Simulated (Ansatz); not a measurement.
The reference is TiSi₂ (space group Cmcm, No. 63).

```xyz
6
Lattice="1.7633 -6.7584 0.0000 1.7633 6.7584 0.0000 0.0000 0.0000 3.5652" Properties=species:S:1:pos:R:3 pbc="T T T"
Si     1.7633    -5.9699     2.6739
Si     1.7633     5.9699     0.8913
Si     1.7633     3.3752     2.6739
Si     1.7633    -3.3752     0.8913
Ti     1.7633    -1.3949     2.6739
Ti     1.7633     1.3949     0.8913
```

Cartesian axes are those of the cell as printed.

The values are results of r2SCAN (Ansatz, a program for electronic structure; PAW; 500 eV plane waves; scalar-relativistic without spin-orbit coupling), not measurements.

Strains are applied to the cell and any free atomic positions relax; under biaxial strain the out-of-plane vector relaxes too.

One change was made to it. Results:

| quantity | base | after |
|---|---|---|
| band gap | zero | zero |
| pressure (mean of the normal stresses, compression positive) | 0.0 GPa | 2.8 GPa |

Name the change that was made.
A) tensor shear ε_yz = +0.42 %
B) strain tensor (xx, yy, zz, yz, xz, xy) = (+0.81, −0.36, −2.02, −1.18, +0.90, −0.59) %
C) biaxial strain +1.67 %, plane normal [001], relaxed out of plane

B, strain tensor (xx, yy, zz, yz, xz, xy) = (+0.81, −0.36, −2.02, −1.18, +0.90, −0.59) %. For comparison, the pressure in the other runs: tensor shear ε_yz = +0.42 % gives 0.0 GPa; biaxial strain +1.67 %, plane normal [001], relaxed out of plane gives -2.7 GPa.

Without a gap, meshes like the base's 14×14×13 leave anisotropic stresses uncertain by several tenths of a GPa, and small strain energies with them. Whether these cells are dynamically stable was not tested. All final runs are without spin polarisation.
